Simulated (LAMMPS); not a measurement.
Pressure dependence of Ni (fcc) at 1040 K, from the crystal.

All values are model results, not measurements: classical MD, pair style eam, the elements' _smf7.eam files (smf7); code LAMMPS.

```json
[
 {"P (GPa)": "0", "state": "crystal; no diffusion seen in 30 ps", "volume": "11.4150 ± 0.0002 Å³/atom", "coordination number": "12.0 (counted to 3.06 Å)"},
 {"P (GPa)": "2", "state": "crystal; no diffusion seen in 30 ps", "volume": "11.2605 ± 0.0005 Å³/atom", "coordination number": "12.0 (counted to 3.06 Å)"},
 {"P (GPa)": "5", "state": "crystal; no diffusion seen in 30 ps", "volume": "11.0491 ± 0.0002 Å³/atom", "coordination number": "12.0 (counted to 3.02 Å)"}
]
```

Caution (rows 2; 5): a run this short can hold a crystal over, or a liquid under, the potential's own melting point, which these runs don't give.

Estimate the isothermal bulk modulus at zero pressure. A parabola P(ln V) through the three points gives −dP/d ln V = 140 GPa at zero pressure.

States go by the mean squared displacement: a species diffuses where it passes 1.5 Å², still rises and gives D over 1e-6 cm²/s; a crystal has left its structure where atoms lie 0.35 Å off their sites on average or a cubic box changes its shape by 3 %, or the axial ratios of another lie 8 % off the starting cell's, which the potential's own relaxation can also do.

The ± values are statistical; the model's systematic error is not in them.
